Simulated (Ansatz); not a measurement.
Data:

```
CELL_PARAMETERS angstrom
      4.35729     0.00000     0.00000
      0.00000     4.35729     0.00000
      0.00000     0.00000     2.51939
ATOMIC_POSITIONS crystal
  B  0.82612 0.17388 0.50000
  B  0.17388 0.82612 0.50000
  B  0.32612 0.32612 0.00000
  B  0.67388 0.67388 0.00000
  N  0.81201 0.81201 0.50000
  N  0.18799 0.18799 0.50000
  N  0.68799 0.31201 0.00000
  N  0.31201 0.68799 0.00000
```

No spin polarisation.

Method: PBEsol/PAW in Ansatz (a program for electronic structure), no spin-orbit coupling. Settings: 8×8×13 k-points, 0.05 eV Fermi–Dirac smearing.

Question: What width of the top valence band does the calculation give?

Answer: 3.54 eV.

Question: Predict the band gap.

Answer: 4.54 eV.

Question: Estimate the gap character.

Answer: Indirect, M–Γ (89 % along) → k = (0, 0, 0.308) in the run's primitive reciprocal basis.

Load acts through the strain it causes; cell and atoms are relaxed under it. Whether these cells are dynamically stable was not tested. No other phases were tried under pressure. The cell was made from BN (space group P4_2/mnm, No. 136; a model cell, its experimental status unchecked) by this change: pressure 10 GPa.
